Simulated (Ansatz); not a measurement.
Base system: Cs in the fcc (Cu type) structure (space group Fm-3m, No. 225).

```xyz
1
Lattice="0.0000 3.7886 3.7886 3.7886 0.0000 3.7886 3.7886 3.7886 0.0000" Properties=species:S:1:pos:R:3 pbc="T T T"
Cs     0.0000     0.0000     0.0000
```

Cartesian axes are those of the cell as printed.

Level of theory: PBEsol (Ansatz, an electronic-structure program, PAW, no SOC).

For the base:

* **Band gap**: zero

Modification: a free-standing slab of 2 layers (2 atoms, 1 a layer) is cut normal to [111], with 15 Å of vacuum and the in-plane cell held at bulk; forces were under the threshold from the start, so the atoms kept their bulk positions.

Q: Predict the new excess energy per area of both faces and band gap.

A: The excess energy per area of both faces (slab less bulk energy over the cell's area: twice a surface energy) is 0.15 J/m²; the band gap is still zero.

Slab and bulk use different k-meshes, which limits the precision of the excess energy. No phonon test of stability was made. All final runs are without spin polarisation. This is not the structure that Cs has at room temperature and ambient pressure.
